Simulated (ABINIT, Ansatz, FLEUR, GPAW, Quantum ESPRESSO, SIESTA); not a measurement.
**InO (P6_3mc, 4 atoms in the cell) computed with different codes at matched settings**

Self-consistent single point.

```
InO
1.0
    3.68983     0.00000     0.00000
   -1.84492     3.19549     0.00000
    0.00000     0.00000     6.08607
In O
2 2
Direct
  0.33333   0.66667   0.00075
  0.66667   0.33333   0.50075
  0.33333   0.66667   0.37426
  0.66667   0.33333   0.87426
```

Shared settings, as Ansatz (a first-principles code) writes them: kpoints.mp_grid.grid = 10 10 6; scf.occupations.method = fermi_dirac; scf.occupations.width = 0.1 eV. Potentials and cutoffs stand in the table.

```
code                                                                                                                                      model  pressure (GPa)  largest force (eV/Å)           cutoff
----------------  -----------------------------------------------------------------------------------------------------------------------------  --------------  --------------------  ---------------
Ansatz                                                                                                          PBEsol, PAW files made with PBE           -4.25                 0.020          default
Quantum ESPRESSO                                                                           PBEsol, GBRV 1.5 ultrasoft (PBESOL) pseudopotentials           -5.20                 0.022            40 Ry
ABINIT                                                           PBEsol, norm-conserving pseudopotentials (PseudoDojo nc-sr-04 PBEsol standard)           -3.69                 0.019          1143 eV
FLEUR                                                                           PBEsol, all-electron FLAPW (FLEUR), scalar-relativistic valence               –                 0.024  Kmax 4.3 1/bohr
SIESTA            GGA PBEsol, numerical atomic orbitals TZP, PseudoDojo PBEsol standard norm-conserving potentials (rewritten from UPF to PSML)           -3.83                 0.025      grid 300 Ry
GPAW                                                                                      PBEsol, GPAW PAW datasets PBEsol (made by gpaw-setup)               –                 0.019           900 eV
```

A dash marks a value that a program does not give, or that is left out as unsure.

No clean gap comes from Ansatz, Quantum ESPRESSO, ABINIT, SIESTA and GPAW: levels at the Fermi energy touch, overlap or are partly filled at this smearing.

The spread over the programs that give each value: pressure within 1.51 GPa; largest force within 0.006 eV/Å.

SIESTA uses small atom-centred bases, whose incompleteness enters pressures, forces and empty levels differently from a plane-wave cutoff. FLEUR treats all electrons, but the usual bases taken here (sphere radii, linearisation, local orbitals, empty states) were not tested for convergence, so the values are no reference for the others. Ansatz's pressure is given at a fixed set of plane waves, as the other plane-wave codes print theirs; with its correction for the finite basis it is -4.02 GPa (the shift of 0.23 GPa shows how far the cutoff is from converged). The pressure of GPAW is left out: its cutoff lies under the one at which its stress was checked.

The starting cell comes from a database of computed structures (which also holds hypothetical and non-ambient phases and stackings), without a prior relaxation at this level.

Left out of this page: CP2K (unsound by tests on forces, stress, charge or solver warnings).

Keys are those of Ansatz 0.2.
